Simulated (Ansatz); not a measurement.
# ZnSnO3: pressure −1 GPa

Base system: ZnSnO₃ (space group R3c, No. 161; a = 5.278 Å, c = 14.010 Å (hexagonal axes)).

Modification: a negative pressure, −1 GPa.

The values are results of plane-wave PAW DFT at the PBEsol level (Ansatz, an electronic-structure program, 420 eV), spin-orbit coupling left out, not measurements. k-mesh 8×8×8 (Γ-centred); smearing 0.05 eV (Fermi–Dirac).

```tsv
quantity	base	changed	shift
volume per atom	11.27 Å³	11.33 Å³	+0.06 Å³
density	6.84 g/cm³	6.80 g/cm³	-0.04 g/cm³
lattice parameter a	5.278 Å	5.286 Å	+0.008 Å
c/a ratio	2.654	2.657	+0.003
shortest interatomic distance	1.993 Å	1.997 Å	+0.004 Å
enthalpy H = E + PV relative to the base's energy	–	-0.07 eV/atom	–
band gap	1.25 eV	1.21 eV	-0.04 eV
gap character	direct at Γ	direct at Γ	–
width of the top valence band	0.31 eV	0.31 eV	0.00 eV
valence-band top at Γ (three highest levels, from the VBM)	0.00, 0.00, -0.59 eV	0.00, 0.00, -0.58 eV	–
```

Final structure:

```yaml
crystal:
  lattice:
    - [2.64314, 1.52602, 4.68215]
    - [-2.64314, 1.52602, 4.68215]
    - [0.00000, -3.05203, 4.68215]
  atoms:
    - { symbol: Zn, position: [0.29490, 0.29490, 0.29490] }
    - { symbol: Zn, position: [0.79490, 0.79490, 0.79490] }
    - { symbol: Sn, position: [0.01248, 0.01248, 0.01248] }
    - { symbol: Sn, position: [0.51248, 0.51248, 0.51248] }
    - { symbol: O, position: [0.72169, 0.11616, 0.40506] }
    - { symbol: O, position: [0.40506, 0.72169, 0.11616] }
    - { symbol: O, position: [0.11616, 0.40506, 0.72169] }
    - { symbol: O, position: [0.90506, 0.61616, 0.22169] }
    - { symbol: O, position: [0.22169, 0.90506, 0.61616] }
    - { symbol: O, position: [0.61616, 0.22169, 0.90506] }
```

Cost of the whole job for the changed cell (relaxation, final SCF and bands): around 6 core-minutes (rough).

Load acts through the strain it causes; cell and atoms are relaxed under it. Whether these cells are dynamically stable was not tested.
